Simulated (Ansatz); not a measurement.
# A computed series for ZnS: response to strain

Base system: ZnS in the zinc blende structure (space group F-43m, No. 216; a = 5.389 Å).

Strains are applied to the cell and any free atomic positions relax.

The values are results of r2SCAN (Ansatz, a first-principles code; PAW; 500 eV plane waves; no spin-orbit coupling), not measurements.

Notes on the quantities. energy relative to the base: free energy F.

```json
[
 {"isotropic strain (%)": "-3", "energy relative to the base (meV/atom)": "43.1"},
 {"isotropic strain (%)": "-2.5", "energy relative to the base (meV/atom)": "?"},
 {"isotropic strain (%)": "-2", "energy relative to the base (meV/atom)": "18.5"},
 {"isotropic strain (%)": "-1.5", "energy relative to the base (meV/atom)": "10.2"},
 {"isotropic strain (%)": "-1", "energy relative to the base (meV/atom)": "4.5"},
 {"isotropic strain (%)": "-0.5", "energy relative to the base (meV/atom)": "1.1"},
 {"isotropic strain (%)": "0", "energy relative to the base (meV/atom)": "0.0"}
]
```

Question: Fit ΔE = Aε² + Bε³ (ε in %) to the rows shown and predict the withheld row.

Answer: Least squares on the printed values gives A = 4.30 and B = -0.16 meV/atom (largest residual 0.0 meV/atom); this predicts 29.4 meV/atom, and the run gives 29.4 meV/atom, in agreement.

Stability against distortions was not tested.
